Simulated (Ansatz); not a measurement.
The starting structures come from a database of crystals and need not be the phases stable at ambient conditions.

Inside the gap of an insulator the Bloch states are evanescent, with a wavenumber k + iκ along the transport direction.

Data:

```yaml
crystal:
  lattice:
    - [5.72559, 0.00000, 0.00000]
    - [-2.86280, 9.63435, 0.00000]
    - [0.00000, 0.00000, 7.81533]
  atoms:
    - { symbol: K, position: [0.55255, 0.63178, 0.75000] }
    - { symbol: K, position: [0.92077, 0.36822, 0.25000] }
    - { symbol: Ta, position: [0.39152, 0.78334, 0.25000] }
    - { symbol: Ta, position: [0.60818, 0.21666, 0.75000] }
    - { symbol: Cu, position: [0.89340, 0.78658, 0.25000] }
    - { symbol: Cu, position: [0.10682, 0.21342, 0.75000] }
    - { symbol: Cu, position: [0.48401, 0.00000, 0.50000] }
    - { symbol: Cu, position: [0.48401, 0.00000, 0.00000] }
    - { symbol: Se, position: [0.74339, 0.99392, 0.25000] }
    - { symbol: Se, position: [0.74947, 0.00608, 0.75000] }
    - { symbol: Se, position: [0.53792, 0.57978, 0.25000] }
    - { symbol: Se, position: [0.95814, 0.42022, 0.75000] }
    - { symbol: Se, position: [0.35984, 0.21436, 0.00468] }
    - { symbol: Se, position: [0.14548, 0.78564, 0.99532] }
    - { symbol: Se, position: [0.35984, 0.21436, 0.49532] }
    - { symbol: Se, position: [0.14548, 0.78564, 0.50468] }
```

Space group of this cell: Ama2. The cell is taken as given; by PBEsol its mean pressure is -2.6 GPa.

Transport runs along the normal of the first two printed cell vectors.

No gap correction and no spin-orbit coupling; mid-gap values are interpolated between computed energies.

Predict the band gap and the smallest decay constant κ at mid-gap from PBEsol run with Ansatz (a first-principles code).

Gap 1.63 eV on a 6×6×4 mesh; κ = 0.224 1/Å, at the zone centre.
